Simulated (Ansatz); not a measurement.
The reference is Hf in the hcp (Mg type) structure (space group P6_3/mmc, No. 194; a = 3.1983 Å, c = 5.0488 Å; relaxed with 0.1 eV smearing). Axes: x lies along a and z along c of the hexagonal cell.

The values are results of Kohn–Sham DFT with the r2SCAN functional, run in Ansatz (a program for electronic structure) with PAW and 500 eV plane waves, no spin-orbit coupling, not measurements.

Strains are applied to the cell and any free atomic positions relax; under biaxial strain the out-of-plane vector relaxes too.

One change was made to it. Results:

```tsv
quantity	base	after
band gap	zero	zero
pressure (mean of the normal stresses, compression positive)	0.0 GPa	-6.7 GPa
```

**Question.** Name the change that was made.
A) biaxial strain −0.48 %, plane normal [001], relaxed out of plane
B) isotropic strain +2.29 %
C) biaxial strain −3.36 %, plane normal [001], relaxed out of plane
D) biaxial strain +0.70 %, plane normal [001], relaxed out of plane

**Answer.** B, isotropic strain +2.29 %. For comparison, the pressure in the other runs: biaxial strain −0.48 %, plane normal [001], relaxed out of plane gives 0.7 GPa; biaxial strain −3.36 %, plane normal [001], relaxed out of plane gives 5.4 GPa; biaxial strain +0.70 %, plane normal [001], relaxed out of plane gives -1.0 GPa.

No phonon test of stability was made. All final runs are without spin polarisation.
